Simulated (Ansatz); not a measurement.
The parent structure is ZrC in the rock salt structure (space group Fm-3m, No. 225; relaxed with 0.1 eV smearing).

```
ZrC
1.0
    0.00000     2.33454     2.33454
    2.33454     0.00000     2.33454
    2.33454     2.33454     0.00000
Zr C
1 1
Direct
  0.00000   0.00000   0.00000
  0.50000   0.50000   0.50000
```

Cartesian axes are those of the cell as printed.

Computed with Kohn–Sham DFT with the PBEsol functional, run in Ansatz (an electronic-structure program) with PAW and 420 eV plane waves, no spin-orbit coupling.

For the base:

```
Item        Value
--------  -------
Pressure  0.0 GPa
```

The change: the cell is stretched by 3.00 % along z with no lateral relaxation, atoms relaxed at fixed cell.

### Question
Predict the new pressure.

### Answer
The pressure (mean of the normal stresses, compression positive) goes from zero to -6.2 GPa.

### Question
How does this affect the energy relative to the base?

### Answer
The energy goes up by 16 meV/atom.

The cells carry an imposed strain or load. Stability against distortions was not tested. The final runs are not spin-polarised.
